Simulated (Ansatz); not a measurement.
Consider W in the bcc (W type) structure (space group Im-3m, No. 229; a = 3.169 Å; relaxed with 0.1 eV smearing). Axes: x, y, z lie along the cube axes.

Calculations: Ansatz (a program for electronic structure), r2SCAN, PAW, cutoff 500 eV, spin-orbit coupling left out.

Strains are applied to the cell and any free atomic positions relax.

One change was made to it. Results:

The shortest interatomic distance decreases by 0.026 Å, from 2.744 Å to 2.718 Å; the energy goes up by 6.1 meV/atom.

Task: Which of these changes matches the shifts?
A) tensor shear ε_xy = +1.14 %
B) tensor shear ε_xy = +2.00 %
C) tensor shear ε_xy = +1.71 %
D) tensor shear ε_xy = +0.86 %
E) tensor shear ε_xy = +1.43 %

Result: E, tensor shear ε_xy = +1.43 %. For comparison, the energy relative to the base in the other runs: tensor shear ε_xy = +1.71 % gives +8.8 meV/atom; tensor shear ε_xy = +0.86 % gives +2.2 meV/atom; tensor shear ε_xy = +1.14 % gives +3.9 meV/atom; tensor shear ε_xy = +2.00 % gives +12 meV/atom.

Stability against distortions was not tested. All final runs are without spin polarisation.
